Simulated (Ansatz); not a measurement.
**How far PBE and PBEsol part for hypothetical zinc blende ScBi, biaxial strain +2.89 %, plane normal [001], relaxed out of plane**

The parent structure is ScBi in the zinc blende structure (space group F-43m, No. 216; a = 6.7391 Å; a hypothetical phase, not in the database extracts checked). Axes: x, y, z lie along the cube axes.

(Cell as relaxed with PBE.)

Levels (all Ansatz, an electronic-structure program, PAW): PBE (420 eV, no SOC); PBEsol (420 eV, no spin-orbit coupling).

Each level relaxes its own structure.

```tsv
base	PBE	PBEsol
volume per atom	38.26 Å³	36.61 Å³
lattice parameter a	6.739 Å	6.641 Å
band gap	1.35 eV	1.30 eV
```

It is then changed as follows: biaxial strain +2.89 %, plane normal [001], relaxed out of plane (Cartesian); in-plane vectors clamped, the third vector and the atoms free.

```json
[
 {"quantity": "band gap", "PBE": "1.14 eV", "PBEsol": "[?]"},
 {"quantity": "out-of-plane strain", "PBE": "-5.78 %", "PBEsol": "[?]"},
 {"quantity": "energy relative to the base (free energy F)", "PBE": "+1.3 meV/atom", "PBEsol": "[?]"}
]
```

Question: Given the PBE results, estimate those of PBEsol.

Answer: 
- band gap, PBEsol: 1.07 eV
- out-of-plane strain, PBEsol: -6.26 %
- energy relative to the base (free energy F), PBEsol: -0.1 meV/atom

PBE's band gap lies 0.07 eV above PBEsol's; PBE's out-of-plane strain lies 0.48 % above PBEsol's; PBE's energy relative to the base lies 1.4 meV/atom above PBEsol's. Neither level is exact; PBEsol is the comparison here, not a measurement.

Spin-orbit coupling, missing from the scalar runs, can matter with Bi. Stability against distortions was not tested. All final runs are without spin polarisation.
